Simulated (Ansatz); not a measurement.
The starting structures come from a database of crystals and need not be the phases stable at ambient conditions.

 Where the default PAW files enter, the runs use the earlier of Ansatz's two default sets.

By PBEsol, the system below comes out a metal.

Consider the following.

```
InSb
1.0
    4.25967     0.00000     0.00000
    0.00000     4.25967     0.00000
    2.12984    -2.12984     3.01204
In Sb
1 1
Direct
  0.00000   0.00000   0.00000
  0.50000   0.50000   0.00000
```

Space group of this cell: Fm-3m, rock salt. The cell is strained (all lengths scaled by 0.98).

The current flows along the normal of the first two printed cell vectors, the (001) plane of the conventional cell. No spin-orbit coupling; the value is a mean over 0.1 eV about the Fermi level.

Question: Predict the ballistic conductance per area from PBEsol (Ansatz, a first-principles code).

Answer: 0.82 × 10¹⁵ S/m² for both spins.
